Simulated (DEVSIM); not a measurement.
System: Cr/SiO2/p-Si capacitor, at 300 K.

```tsv
layer (left to right)	material	thickness (nm)	Na (cm⁻³)
1	SiO2	1.50	-
2	Si	9600	3.6e15
```

Metal gate on the left, work function 4.5 eV. Fixed charge at the semiconductor interface -3.7e10 cm⁻² (in units of +e); interface traps 2.4e10 cm⁻² eV⁻¹, uniform in energy, neutral level at 0.3 of the gap above the valence band.

The device is made up for the run: typed textbook-type constants, with dimensions and the other settings drawn at random. Values at 300 K; Nc and Nv go as T^1.5, mobilities as T to minus their exponent, the gap by Varshni's rule with the affinity fixed.

```
parameter         SiO2        Si
----------------  ----  --------
gap (eV)             9     1.124
affinity (eV)      0.9      4.05
permittivity       3.9      11.7
Nc (cm⁻³)            -   2.86e19
Nv (cm⁻³)            -    3.1e19
Varshni α (eV/K)     -  0.000473
Varshni β (K)        -       636
```

DEVSIM, 1D Poisson equation in equilibrium, Boltzmann statistics, complete ionisation; no quantum confinement or tunnelling. Metal contacts follow the ideal Schottky-Mott rule: no Fermi-level pinning, no interface dipoles.

Base results: flat-band voltage (V) -0.44; threshold voltage (band bending 2φF) (V) 0.23; minimum of the low-frequency capacitance (μF/cm²) 0.0281; capacitance of the dielectric stack (μF/cm²) 2.30.

### Question
What follows from this one change: SiO2 thickness 0.0015 → 0.0018 μm?

### Answer
flat-band voltage little changed (-0.44 V); threshold voltage (band bending 2φF) little changed (0.24 V); minimum of the low-frequency capacitance little changed (0.0281 μF/cm²); capacitance of the dielectric stack 2.30 → 1.92 μF/cm².

### Question
What follows from this one change: temperature 300 → 250 K?

### Answer
flat-band voltage -0.44 → -0.49 V; threshold voltage (band bending 2φF) 0.23 → 0.28 V; minimum of the low-frequency capacitance 0.0281 → 0.0254 μF/cm²; capacitance of the dielectric stack little changed (2.30 μF/cm²).

### Question
What follows from this one change: substrate doping 3.6e+15 → 7.2e+14 cm^-3?

### Answer
flat-band voltage -0.44 → -0.40 V; threshold voltage (band bending 2φF) 0.23 → 0.18 V; minimum of the low-frequency capacitance 0.0281 → 0.0155 μF/cm²; capacitance of the dielectric stack little changed (2.30 μF/cm²).

### Question
What follows from this one change: interface trap density 2.4e+10 → 1e+12 cm^-2 eV^-1?

### Answer
flat-band voltage little changed (-0.44 V); threshold voltage (band bending 2φF) 0.23 → 0.27 V; minimum of the low-frequency capacitance 0.0281 → 0.171 μF/cm²; capacitance of the dielectric stack little changed (2.30 μF/cm²).

### Question
What follows from this one change: fixed charge -3.7e+10 → 4.763e+12 cm^-2?

### Answer
flat-band voltage -0.44 → -0.77 V; threshold voltage (band bending 2φF) 0.23 → -0.10 V; minimum of the low-frequency capacitance little changed (0.0277 μF/cm²); capacitance of the dielectric stack little changed (2.30 μF/cm²).

### Question
What follows from this one change: gate work function 4.5 → 4.8 eV?

### Answer
flat-band voltage -0.44 → -0.14 V; threshold voltage (band bending 2φF) 0.23 → 0.53 V; minimum of the low-frequency capacitance little changed (0.0281 μF/cm²); capacitance of the dielectric stack little changed (2.30 μF/cm²).
